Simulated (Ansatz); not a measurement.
Base system: BN in the wurtzite structure (space group P6_3mc, No. 186; a = 2.5232 Å, c = 4.1751 Å). Axes: x lies along a and z along c of the hexagonal cell.

Structures relaxed with plane-wave PAW DFT at the LDA level (Ansatz, an electronic-structure program, 420 eV), scalar-relativistic without spin-orbit coupling.

Base:

Simulated powder pattern, Cu Kα1, λ = 1.54056 Å (kinematic, ideal powder, no thermal factors, no anomalous dispersion; the 14 strongest lines at most, above 2 %, up to 2θ = 90°):

```json
[
 {"2θ (°)": "41.28", "I/Imax (%)": "100", "hkl": "(100)"},
 {"2θ (°)": "43.31", "I/Imax (%)": "59", "hkl": "(002)"},
 {"2θ (°)": "46.89", "I/Imax (%)": "75", "hkl": "(101)"},
 {"2θ (°)": "61.37", "I/Imax (%)": "23", "hkl": "(102)"},
 {"2θ (°)": "75.26", "I/Imax (%)": "42", "hkl": "(110)"},
 {"2θ (°)": "82.02", "I/Imax (%)": "42", "hkl": "(103)"},
 {"2θ (°)": "89.66", "I/Imax (%)": "6.7", "hkl": "(200)"}
]
```

After one change:

Simulated powder pattern, Cu Kα1, λ = 1.54056 Å (kinematic, ideal powder, no thermal factors, no anomalous dispersion; the 14 strongest lines at most, above 2 %, up to 2θ = 90°):

| 2θ (°) | I/Imax (%) |
|---|---|
| 41.28 | 100 |
| 43.31 | 59 |
| 46.77 | 25 |
| 46.89 | 25 |
| 47.01 | 25 |
| 61.17 | 7.6 |
| 61.37 | 7.5 |
| 61.56 | 7.4 |
| 75.26 | 42 |
| 81.76 | 14 |
| 82.02 | 14 |
| 82.28 | 14 |
| 89.66 | 6.7 |

Q: What was done to the base?
A) tensor shear ε_xz = +1.33 %
B) tensor shear ε_xz = +2.00 %
C) tensor shear ε_xz = +1.67 %
D) tensor shear ε_xz = +0.33 %

A: D, tensor shear ε_xz = +0.33 %. Its volume per atom is 5.75 Å³ against 5.76 Å³, and its space group is Cc (No. 9).

The cells carry an imposed strain or load. No phonon test of stability was made.
